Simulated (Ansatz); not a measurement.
Output of an Ansatz run (abridged):

```
WARN ansatz: RAYON_NUM_THREADS=1 ignored (pool sized by the plan → 1); use --threads N
Pseudopotentials: kind: paw
Pseudopotential: H, paw, valence charge 1
Pseudopotential: Br, paw, valence charge 7
Pseudopotential: N, paw, valence charge 5
Crystal: 6 atoms, lattice volume = 64.583 Å³
Basis set: ecut = 420 eV, 1237 PW (Γ)
Bands: 14, of which v1, the nominal top of the filled ones, is band 8 counted from 1 (7 counted from 0)
Symmetry: 24 space group operations
Space group: P-43m (ITA 215), of the structure as read, at distance tolerance 4.0e-5 Å
k-points: 20 of 216 (time reversal used)
PAW frozen core: Br, regenerated for the run's functional, and the local potential with it
PAW frozen core: N, regenerated for the run's functional, and the local potential with it
Initial density: superposition of atomic densities (neutral atoms: chi_scale 0, normalization atom), corrected by the library's trained network
Initial wavefunctions: pseudopotential atomic-orbital guess
Eigensolver: davidson
Functional: x = slater, c = lda
SCF iter   1: F=—  HF=-3133.606361 eV  |F-HF|=—  |Δ(HF+E_count)|=         —  Δρ=7.76e-3  dr2=1.90e-2  ethr=1.77e-3  ⟨swp⟩=5.2  Hψ=1312  notcnv=0  defer=71
all-band conjugate gradients solve this SCF's bands
preconditioner: auto → none
SCF iter   2: F=—  HF=-3133.602515 eV  |F-HF|=—  |Δ(HF+E_count)|=   3.85e-3  Δρ=3.06e-3  dr2=3.57e-3  ethr=1.19e-4  ⟨swp⟩=2.2  Hψ=546  notcnv=0  defer=73
SCF iter   3: F=—  HF=-3133.601870 eV  |F-HF|=—  |Δ(HF+E_count)|=   6.45e-4  Δρ=1.64e-3  dr2=1.47e-3  ethr=2.23e-5  ⟨swp⟩=2.0  Hψ=446  notcnv=0  defer=74
SCF iter   4: F=—  HF=-3133.601423 eV  |F-HF|=—  |Δ(HF+E_count)|=   4.46e-4  Δρ=1.26e-4  dr2=4.00e-6  ethr=9.19e-6  ⟨swp⟩=2.0  Hψ=448  notcnv=0  defer=74
SCF iter   5: F=—  HF=-3133.601426 eV  |F-HF|=—  |Δ(HF+E_count)|=   2.64e-6  Δρ=3.63e-5  dr2=6.69e-7  ethr=2.50e-8  ⟨swp⟩=2.9  Hψ=470  notcnv=0  defer=34
SCF iter   6: F=-3133.601426 eV  HF=-3133.601426 eV  |F-HF|=4.35e-8  |Δ(HF+E_count)|=   2.06e-7  Δρ=1.32e-5  dr2=6.10e-8  ethr=6.25e-10  ⟨swp⟩=9.3  Hψ=1853  notcnv=0
SCF 1 converged in 6 iterations: F = -3133.601426 eV  dr2 = 6.10e-8
SCF converged after 6 iterations
Free energy (F): -3133.601426 eV
Harris-Foulkes:  -3133.601426 eV  (|F-HF|=4.35e-8)
Internal energy: -3133.601426 eV  (E = F + TS)
E sigma→0 (E₀):  -3133.601426 eV
Fermi energy:    0.811103 eV
--- Per-component energies (eV) ---
  E_band       = -97.359226
  E_kinetic    = 319.001373
  E_local      = -640.710385  (includes V_loc(G=0)·N_el)
  E_nonlocal   = 125.803069
  E_hartree    = 179.611977
  E_xc         = -354.249065
  E_vxc        = -224.678295  (∫ρ·V_xc dr)
  E_paw        = -2281.887347  (= ΣΔE_a)
  E_vpaw       = -35.998097  (= ΣTr[D̂ρ^β])
  E_aug_tail   = -0.004535  (compensation charges beyond the density's cutoff)
  E_ewald      = -481.453066
  E_core_change = 0.286555  (= ΣΔE_core)
  E_smearing   = -0.000000  (= −TS)
  E_closure    = 0.000000  (closes the sum)
  Σ components = -3133.601426   (vs F -3133.601426, Δ=0.00e0)
--- Forces (eV/Å), atoms counted from 1 ---
  atom   1  H      0.27000709     0.27000709    -0.27000709
  atom   2  H      0.27000709    -0.27000709     0.27000709
  atom   3  H     -0.27000709    -0.27000709    -0.27000709
  atom   4  H     -0.27000709     0.27000709     0.27000709
  atom   5  Br    -0.00000000    -0.00000000     0.00000000
  atom   6  N      0.00000000     0.00000000    -0.00000000
  max |Σ_I F_I| component: 2.78e-17 eV/Å
--- Stress (GPa, compression-positive) ---
       -0.601142      -0.000000       0.000000
       -0.000000      -0.601142      -0.000000
        0.000000      -0.000000      -0.601142
  P = ⅓ Tr σ = -0.6011 GPa (-6.011 kbar)
  The stress holds the Pulay correction. Without it, at fixed plane waves, as pw.x and ABINIT print it: P = -0.9795 GPa
--- Band table (eV; the first three rows and the last of 20) ---
  k-point 0: bands = ["-17.1259", "-11.9031", "-6.5378", "-6.5378", "-6.5378", "0.7341", "0.7341", "0.7341", "4.7009", "7.4590", "7.4590", "10.4588", "10.4588", "10.4588"]
  k-point 1: bands = ["-17.1031", "-11.9160", "-6.5658", "-6.5168", "-6.5168", "0.1465", "0.7010", "0.7010", "5.3731", "7.7122", "8.0834", "10.3284", "10.3284", "10.5501"]
  k-point 2: bands = ["-17.0564", "-11.9449", "-6.6051", "-6.4727", "-6.4727", "-0.7274", "0.6322", "0.6322", "6.6325", "8.4696", "8.9897", "10.1842", "10.1842", "10.9778"]
  k-point 19: bands = ["-16.9233", "-11.6037", "-6.7765", "-6.7765", "-6.7765", "-0.6568", "-0.6568", "-0.6568", "8.4238", "8.4238", "8.4238", "10.7844", "10.7844", "10.7844"]
```

The structure:

```
CELL_PARAMETERS angstrom
      4.01210     0.00000     0.00000
      0.00000     4.01210     0.00000
      0.00000     0.00000     4.01210
ATOMIC_POSITIONS crystal
  H  0.14921 0.14921 0.85079
  H  0.14921 0.85079 0.14921
  H  0.85079 0.85079 0.85079
  H  0.85079 0.14921 0.14921
  Br 0.50000 0.50000 0.50000
  N  0.00000 0.00000 0.00000
```

Reconstruct the input of this run.

Other spellings and defaults could give the same log, and not every line can be read from it. The input that was run (DFT, LDA (PW92), plane waves, default PAW files made with PBE):

Ansatz 0.2 input:
```yaml
# H4BrN
crystal:
  lattice:
    - [4.01210000, 0.00000000, 0.00000000]
    - [0.00000000, 4.01210000, 0.00000000]
    - [0.00000000, 0.00000000, 4.01210000]
  atoms:
    - { symbol: H, position: [0.14921000, 0.14921000, 0.85079000] }
    - { symbol: H, position: [0.14921000, 0.85079000, 0.14921000] }
    - { symbol: H, position: [0.85079000, 0.85079000, 0.85079000] }
    - { symbol: H, position: [0.85079000, 0.14921000, 0.14921000] }
    - { symbol: Br, position: [0.50000000, 0.50000000, 0.50000000] }
    - { symbol: N, position: [0.00000000, 0.00000000, 0.00000000] }
basis:
  ecutwfc: 420.0
kpoints:
  mp_grid:
    grid: [6, 6, 6]
hamiltonian:
  xc: lda
  pseudopotentials:
    kind: paw
scf:
  occupations:
    method: fixed
output:
  forces: true
  eigenvalues: true
  stress: true
```

The starting cell comes from a database of computed structures (which also holds hypothetical and non-ambient phases and stackings), without a prior relaxation at this level. Its lattice was rescaled by up to half a per cent. Ansatz's pressure includes its estimate of the finite-basis (Pulay) stress.

Ansatz is a first-principles code.
